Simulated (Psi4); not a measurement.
Psi4 1.11, TPSS/def2-svp: Ga(F) ([F][Ga]), 2 atoms. The geometry is a generated start, not checked to be a minimum at this level.

| Property | Value |
|---|---|
| task | energy |
| method | tpss |
| basis | def2-svp |
| memory | 3 GB |
| maxiter | 100 |
| keys of the molecule block | symmetry c1 |
| scf_type | df (default) |
| e_convergence | 1e-06 (default) |
| d_convergence | 1e-06 (default) |
| dft_radial_points | 75 (default) |
| dft_spherical_points | 302 (default) |
| basis functions | 46 |
| grid points | 43144 |

```xyz
2

Ga    -0.4534    -0.4223    -0.6502
F      0.4534     0.4223     0.6502
```

With the defaults (diis = true, scf_initial_accelerator = adiis, damping_percentage = 0, guess = auto, which took SAD, diis_max_vecs = 10, level_shift = 0, level_shift_cutoff = 0.01) it converges in 9 SCF iterations. One run each on 2 threads, with these changes:
- guess = huckel
- guess = sadno
- level_shift = 0.5, level_shift_cutoff = 0.001
- damping_percentage = 20
- diis = false, scf_initial_accelerator = none, damping_percentage = 60
- guess = sapgau
- diis_max_vecs = 3
- diis_max_vecs = 6
- guess = gwh

Name the settings that don't reach the solution of the defaults.

No convergence: diis = false, scf_initial_accelerator = none, damping_percentage = 60 (the run ends without SCF convergence in 100 iterations). The rest reach the solution of the defaults.

```json
[
 {"setting": "the defaults", "SCF iterations": "9", "end": "same solution"},
 {"setting": "guess = huckel", "SCF iterations": "9", "end": "same solution"},
 {"setting": "diis_max_vecs = 6", "SCF iterations": "9", "end": "same solution"},
 {"setting": "guess = sapgau", "SCF iterations": "9", "end": "same solution"},
 {"setting": "guess = sadno", "SCF iterations": "10", "end": "same solution"},
 {"setting": "level_shift = 0.5, level_shift_cutoff = 0.001", "SCF iterations": "10", "end": "same solution"},
 {"setting": "guess = gwh", "SCF iterations": "11", "end": "same solution"},
 {"setting": "diis_max_vecs = 3", "SCF iterations": "12", "end": "same solution"},
 {"setting": "damping_percentage = 20", "SCF iterations": "20", "end": "same solution"},
 {"setting": "diis = false, scf_initial_accelerator = none, damping_percentage = 60", "SCF iterations": "100", "end": "no convergence"}
]
```

1 further run of the study ended by our limits or in an error and is left out.
